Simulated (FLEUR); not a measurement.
Band structure of IrPd3 (I4/mmm, 4 atoms in the cell).

```xyz
4
Lattice="-1.9695 1.9695 3.8929 1.9695 -1.9695 3.8929 1.9695 1.9695 -3.8929" Properties=species:S:1:pos:R:3 pbc="T T T"
Pd     0.0000     1.9695     1.9464
Pd     1.9695     0.0000     1.9464
Pd     0.0000     0.0000     3.8929
Ir     0.0000     0.0000     0.0000
```

Method: LDA (Perdew-Zunger), all-electron FLAPW (FLEUR), scalar-relativistic valence run with FLEUR.

Settings: Kmax = 4.1 1/bohr; GmaxXC = 16.4 1/bohr; xcFunctional = pz; jspins = 1; l_soc = F; mode = hist; fermiSmearingEnergy = 0.00734986 Htr; mesh (inpgen div1-3) = 8 8 8; inpgen gamma flag = true; Gmax = 16.4 1/bohr; numbands = 0; maxIterBroyd = 40; imix = Anderson; alpha = 0.05.

The starting cell comes from a database of computed structures (which also holds hypothetical and non-ambient phases and stackings), without a prior relaxation at this level. Spin-orbit coupling is off. Spin polarisation is off. Values depend on the basis (sphere radii, cutoffs, local orbitals), which need not be converged.

Levels in eV from the Fermi level, bands 28 to 35:
| point | 28 | 29 | 30 | 31 | 32 | 33 | 34 | 35 |
|---|---|---|---|---|---|---|---|---|
| Γ | -0.88 | -0.14 | 0.06 | 0.36 | 0.36 | 0.83 | 2.88 | 8.25 |
| X | -1.21 | -0.21 | 0.05 | 0.15 | 0.24 | 0.44 | 0.51 | 1.74 |
| Y | -1.32 | -1.31 | -0.88 | 0.03 | 0.08 | 0.53 | 0.68 | 1.91 |
| S | -1.46 | -1.08 | -0.91 | -0.90 | -0.47 | 0.46 | 1.00 | 1.31 |
| Z | -0.72 | -0.15 | 0.07 | 0.28 | 0.49 | 0.49 | 0.80 | 2.66 |
| S1 | -1.46 | -1.08 | -0.91 | -0.90 | -0.47 | 0.46 | 1.00 | 1.31 |
| N | -1.53 | -1.39 | -1.01 | -0.77 | -0.18 | 0.04 | 0.50 | 4.76 |
| P | -2.00 | -0.94 | -0.34 | -0.34 | -0.24 | 1.44 | 1.44 | 1.77 |
| Y1 | -1.32 | -1.31 | -0.88 | 0.03 | 0.08 | 0.53 | 0.68 | 1.91 |
